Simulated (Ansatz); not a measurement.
Take BaTiO$_{3}$ in the cubic perovskite structure (space group Pm-3m, No. 221; a = 4.019 Å) as the base.

Method: plane-wave PAW DFT at the PBE level (Ansatz, an electronic-structure program, 420 eV), no SOC.

One change was made to it. Results:

The smallest direct gap increases by 0.06 eV, from 1.90 eV to 1.96 eV; the shortest interatomic distance shrinks by 0.036 Å, from 2.010 Å to 1.974 Å; the density rises by 0.333 g/cm³ (5.96 g/cm³ → 6.30 g/cm³).

Q: Which of these changes matches the shifts?
A. pressure 10 GPa
B. pressure 1.5 GPa
C. pressure 0.3 GPa
D. pressure 3 GPa
E. pressure 0.7 GPa

A: A, pressure 10 GPa. For comparison, the shortest interatomic distance in the other runs: pressure 3 GPa gives 1.998 Å; pressure 1.5 GPa gives 2.004 Å; pressure 0.7 GPa gives 2.007 Å; pressure 0.3 GPa gives 2.008 Å.

Load acts through the strain it causes; cell and atoms are relaxed under it. Whether these cells are dynamically stable was not tested. No other phases were tried under pressure. The final runs are not spin-polarised. Many cubic perovskites are stable only at high temperature; tilts and polar distortions were not tested. This is not the structure that BaTiO3 has at room temperature and ambient pressure.
